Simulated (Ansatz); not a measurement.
Input and output of a self-consistent single point for Bi (Im-3m, 1 atom in the cell) (Ansatz, a first-principles code).

Level of theory: PBEsol, default PAW files made with PBE (plane waves; Ansatz).

The change in words: lattice scaled by 0.98; basis.ecutwfc: 420 eV → 170 eV. Reference geometry:
```
Bi
1.0
   -1.98737     1.98737     1.98737
    1.98737    -1.98737     1.98737
    1.98737     1.98737    -1.98737
Bi
1
Direct
  0.00000   0.00000   0.00000
```

Reference input (self-consistent single point, DFT, PBEsol, plane waves, default PAW files made with PBE): basis.ecutwfc = 420 eV; kpoints.mp_grid.grid = 12 12 12; hamiltonian.xc = pbesol; hamiltonian.pseudopotentials = {kind: paw} (the program's default PAW files); scf.occupations.method = gaussian; scf.occupations.width = 0.1 eV. This run's input differs from it in these lines:

Ansatz 0.2 input:
```diff
@@ -2,5 +2,5 @@
   lattice:
-    - [-1.98737400, 1.98737400, 1.98737400]
-    - [1.98737400, -1.98737400, 1.98737400]
-    - [1.98737400, 1.98737400, -1.98737400]
+    - [-1.94762700, 1.94762700, 1.94762700]
+    - [1.94762700, -1.94762700, 1.94762700]
+    - [1.94762700, 1.94762700, -1.94762700]
   atoms:
@@ -8,3 +8,3 @@
 basis:
-  ecutwfc: 420.0
+  ecutwfc: 170.0
 kpoints:
```

Log, with long lists cut:

```
SCF iter   1: F=—  HF=-12213.203474 eV  |F-HF|=—  |Δ(HF+E_count)|=         —  Δρ=1.58e-1  dr2=3.92e0  ethr=1.77e-3  ⟨swp⟩=4.0  Hψ=4331  notcnv=0
all-band conjugate gradients solve this SCF's bands
preconditioner: auto → none
SCF iter   2: F=—  HF=-12211.203669 eV  |F-HF|=—  |Δ(HF+E_count)|=    2.00e0  Δρ=4.89e-2  dr2=2.43e-1  ethr=1.77e-3  ⟨swp⟩=2.2  Hψ=2282  notcnv=0  defer=35
SCF iter   3: F=—  HF=-12211.133503 eV  |F-HF|=—  |Δ(HF+E_count)|=   7.02e-2  Δρ=1.11e-2  dr2=1.20e-2  ethr=1.62e-3  ⟨swp⟩=3.0  Hψ=1746  notcnv=0  defer=35
SCF iter   4: F=—  HF=-12211.135048 eV  |F-HF|=—  |Δ(HF+E_count)|=   1.55e-3  Δρ=5.91e-4  dr2=5.70e-5  ethr=8.02e-5  ⟨swp⟩=2.0  Hψ=1084  notcnv=0  defer=35
SCF iter   5: F=—  HF=-12211.134945 eV  |F-HF|=—  |Δ(HF+E_count)|=   1.03e-4  Δρ=4.75e-5  dr2=4.02e-7  ethr=3.80e-7  ⟨swp⟩=2.2  Hψ=1392  notcnv=0  defer=35
SCF iter   6: F=-12211.134945 eV  HF=-12211.134945 eV  |F-HF|=1.22e-9  |Δ(HF+E_count)|=   4.06e-8  Δρ=5.71e-6  dr2=6.31e-9  ethr=6.67e-10  ⟨swp⟩=6.1  Hψ=3891  notcnv=0
SCF 1 converged in 6 iterations: F = -12211.134945 eV  dr2 = 6.31e-9
Free energy (F): -12211.134945 eV
Internal energy: -12211.132149 eV  (E = F + TS)
E sigma→0 (E₀):  -12211.133547 eV
Entropy (-TS):   -0.002796 eV (-2.796 meV/atom)
Fermi energy:    12.907906 eV
--- Forces (eV/Å), atoms counted from 1 ---
  atom   1  Bi    -0.00000000     0.00000000     0.00000000
--- Stress (GPa, compression-positive) ---
        6.997468       0.000000      -0.000000
        0.000000       6.997468      -0.000000
       -0.000000      -0.000000       6.997468
  P = ⅓ Tr σ = 6.9975 GPa (69.975 kbar)
  The stress holds the Pulay correction. Without it, at fixed plane waves, as pw.x and ABINIT print it: P = -762.4162 GPa
```

The run converged in 6 iterations. Against the reference run the free energy goes up by 30.8 eV/atom and the pressure goes from -2.66 to 7.00 GPa.

The starting cell comes from a database of computed structures (which also holds hypothetical and non-ambient phases and stackings), without a prior relaxation at this level. Its lattice was rescaled by up to half a per cent. For this run, on top of that: lattice scaled by 0.98. Ansatz's pressure includes its estimate of the finite-basis (Pulay) stress. Without the estimate this run gives -762.42 GPa. The cutoff lies below the one recommended for these files.
